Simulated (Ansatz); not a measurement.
Start from CdTe in the zinc blende structure (space group F-43m, No. 216; a = 6.618 Å).

Calculations: PBE, PAW, 420 eV (Ansatz, a quantum-chemistry and plane-wave program; without spin-orbit coupling).

For the base:

| Property | Value |
|---|---|
| Hole mass | 0.054, 0.57, 0.57 mₑ (at Γ) |
| Valley order | Γ 0.59 eV; L along ⟨111⟩ 1.76 eV |
| Electron mass | 0.053 mₑ (at Γ) |

It is then changed as follows: cell and atoms relaxed at a pressure of 18 GPa.

Problem. Predict the new hole mass, valley order and electron mass.

Solution. The hole mass (degenerate bands, along [100]) becomes 0.098, 0.36, 0.36 mₑ (at Γ) (base: 0.054, 0.57, 0.57 mₑ (at Γ)); the valley order (the lowest conduction-band minima on the path, energy above the VBM, named in the base's zone) changes from Γ 0.59 eV; L along ⟨111⟩ 1.76 eV to Γ 1.41 eV; L along ⟨111⟩ 2.00 eV; X along ⟨100⟩ 2.08 eV; the electron mass goes from 0.053 mₑ (at Γ) to 0.096 mₑ (at Γ).

Spin-orbit coupling, missing from the scalar runs, can matter with Te. The levels and masses belong to the bands next to the band gap. Load acts through the strain it causes; cell and atoms are relaxed under it. Effective masses come from finite differences of ±0.01 Å⁻¹. Stability against distortions was not tested. Measured, CdTe leaves this structure (for cinnabar) near 3.53 GPa (temperature not stated; as listed in Datta, Sujoy, Jana, Debnarayan, arXiv (2020)), on rising pressure, with hysteresis.
